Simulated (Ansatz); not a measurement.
Start from SnSe2 in the 2H-MoS2 type structure (space group P6_3/mmc, No. 194; a hypothetical phase, not in the database extracts checked; layered, stacked along the Cartesian z axis).

```
CELL_PARAMETERS angstrom
      3.79559     0.00000     0.00000
     -1.89780     3.28708     0.00000
      0.00000     0.00000    12.02539
ATOMIC_POSITIONS crystal
  Sn 0.33333 0.66667 0.25000
  Sn 0.66667 0.33333 0.75000
  Se 0.33333 0.66667 0.60782
  Se 0.66667 0.33333 0.10782
  Se 0.66667 0.33333 0.39218
  Se 0.33333 0.66667 0.89218
```

All numbers come from plane-wave PAW DFT at the r2SCAN+rVV10 level (Ansatz, a program for electronic structure, 500 eV), no spin-orbit coupling.

Before the change:

The lattice parameter a is 3.796 Å.

The change: full substitution Sn → Pb; the structure is relaxed again.

What does the calculation give for the lattice parameter a after the change?

The lattice parameter a increases by 0.207 Å to 4.003 Å.

Whether these cells are dynamically stable was not tested. As relaxed here, PbSe2 is a hypothetical phase, not in the database extracts checked. All final runs are without spin polarisation.
